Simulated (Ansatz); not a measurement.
Input:

```yaml
crystal:
  lattice:
    - [0.00000, 2.78391, 3.07710]
    - [2.78391, 0.00000, 3.07710]
    - [2.78391, 2.78391, 0.00000]
  atoms:
    - { symbol: Ge, position: [0.00000, 0.00000, 0.00000] }
    - { symbol: Ge, position: [0.25000, 0.25000, 0.25000] }
```

Calculation: r2SCAN with spin-orbit coupling, rigid bands (plane waves, PAW; Ansatz, a first-principles code). Condition of this run: uniaxial stress along [001] of -7 GPa (compression positive) (the target of the relaxation). Cell: cell and atoms relaxed with PBEsol, then loaded as said.

**Question.** Is this a good metal at this level?

**Answer.** No. No gap is resolved, and few carriers conduct, as in a semimetal or a zero-gap semiconductor. N(E_F) = 0.072 states/eV a cell at 300 K and the Drude plasma energy along the best axis is 1.00 eV, several times under that of a simple or noble metal.
